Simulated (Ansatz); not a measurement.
We consider Ti2InC (P6₃/mmc, No. 194; cell taken from a computed entry), described by PBEsol (Ansatz, a first-principles code, plane waves, PAW).

Run with plane-wave cutoff 520 eV, 24×24×4 k mesh (along the axes of the cell as run), Fermi–Dirac smearing 0.046 eV (set by the program), no spin polarisation, scalar-relativistic PAW data made under PBE.

Computed at the level's own relaxed cell.

Problem. Estimate the Voigt–Reuss–Hill bulk modulus, polycrystal shear modulus (Hill average), Young modulus and Poisson ratio that the calculation returns.

Solution. 
- Voigt–Reuss–Hill bulk modulus = 139 GPa
- polycrystal shear modulus (Hill average) = 106 GPa
- Young modulus = 254 GPa
- Poisson ratio = 0.197

Note: the relaxation could not lower the start's symmetry, so the cell can be a saddle point above a distorted one.

Elastic constants are with the ions relaxed.

Spin–orbit coupling is not included.

Computed values are for the static lattice.

Computing time: about 90 core-minutes (a rough figure).
